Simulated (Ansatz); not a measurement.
Base system: HfO2 (space group P2_1/c, No. 14).

```yaml
crystal:
  lattice:
    - [5.09582, 0.00000, 0.00000]
    - [0.00000, 5.17681, 0.00000]
    - [-0.88085, 0.00000, 5.19696]
  atoms:
    - { symbol: Hf, position: [0.27715, 0.04297, 0.20819] }
    - { symbol: Hf, position: [0.72285, 0.54297, 0.29181] }
    - { symbol: Hf, position: [0.72285, 0.95703, 0.79181] }
    - { symbol: Hf, position: [0.27715, 0.45703, 0.70819] }
    - { symbol: O, position: [0.07117, 0.33721, 0.34099] }
    - { symbol: O, position: [0.92883, 0.83721, 0.15901] }
    - { symbol: O, position: [0.92883, 0.66279, 0.65901] }
    - { symbol: O, position: [0.07117, 0.16279, 0.84099] }
    - { symbol: O, position: [0.44715, 0.75815, 0.47996] }
    - { symbol: O, position: [0.55285, 0.25815, 0.02004] }
    - { symbol: O, position: [0.55285, 0.24185, 0.52004] }
    - { symbol: O, position: [0.44715, 0.74185, 0.97996] }
```

Calculations: Kohn–Sham DFT with the PBEsol functional, run in Ansatz (a first-principles code) with PAW and 420 eV plane waves, no SOC.

One change was made to it. Results:

```json
[
 {"quantity": "band gap", "base": "3.97 eV", "after": "4.10 eV"},
 {"quantity": "width of the top valence band", "base": "0.73 eV", "after": "0.66 eV"},
 {"quantity": "shortest interatomic distance", "base": "2.039 Å", "after": "2.031 Å"}
]
```

Task: Which change produced these results?
A) pressure 4.5 GPa
B) pressure 30 GPa
C) pressure 22.5 GPa
D) pressure 9 GPa
E) pressure 15 GPa

Result: A, pressure 4.5 GPa. For comparison, the band gap in the other runs: pressure 15 GPa gives 4.58 eV; pressure 30 GPa gives 3.60 eV; pressure 22.5 GPa gives 4.66 eV; pressure 9 GPa gives 4.36 eV.

Spin-orbit coupling, missing from the scalar runs, can matter with Hf. Load acts through the strain it causes; cell and atoms are relaxed under it. No phonon test of stability was made. No other phases were tried under pressure. Along this pressure series the structure jumps between pressure 22.5 GPa and pressure 30 GPa; cells beyond that are another form of it.
